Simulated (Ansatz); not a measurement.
Cell A: Ru (hcp, P6₃/mmc), 2 atoms in the cell; spin state with PBE: run without spin, k-point mesh 30×30×14 on the run's own vectors.
```xyz
2
Lattice="2.7216 0.0000 0.0000 -1.3608 2.3570 0.0000 0.0000 0.0000 4.2937" Properties=species:S:1:pos:R:3 pbc="T T T"
Ru     0.0000     1.5713     1.0734
Ru     1.3608     0.7857     3.2203
```

Cell B: Pd (fcc, Fm-3m), 1 atom in the cell, k-point mesh 26×26×26 on the run's own vectors.
```cif
data_Pd
_chemical_formula_sum 'Pd1'
_space_group_name_H-M_alt 'P 1'
_space_group_IT_number 1
_cell_length_a 2.78980
_cell_length_b 2.78980
_cell_length_c 2.78980
_cell_angle_alpha 60.000
_cell_angle_beta 60.000
_cell_angle_gamma 60.000
loop_
_space_group_symop_operation_xyz
  'x, y, z'
loop_
_atom_site_label
_atom_site_type_symbol
_atom_site_fract_x
_atom_site_fract_y
_atom_site_fract_z
_atom_site_occupancy
Pd1 Pd 0.00000 0.00000 0.00000 1
```

Cell C: Ag (fcc, Fm-3m), 1 atom in the cell, k-point mesh 26×26×26 on the run's own vectors.
```
CELL_PARAMETERS angstrom
      0.00000     2.07425     2.07425
      2.07425     0.00000     2.07425
      2.07425     2.07425     0.00000
ATOMIC_POSITIONS crystal
  Ag 0.00000 0.00000 0.00000
```

Plane-wave PAW calculations with Ansatz (an electronic-structure program), its PAW set soft_1, cutoff 420 eV. The structures are at rest with PBE. Neutral cells; Fermi-Dirac smearing of at most 0.10 eV in the solids, energies taken to zero width. Spin-orbit coupling is left out. A dispersion term ran beside these levels; it doesn't touch the electrons. Both spins, broadened by a Gaussian of 0.2 eV on the run's mesh.

**Question.** Order them by density of states at the Fermi level (states/eV per atom) (lowest first) at the level PBE.

**Answer.** C (0.26), A (0.84), B (2.0)
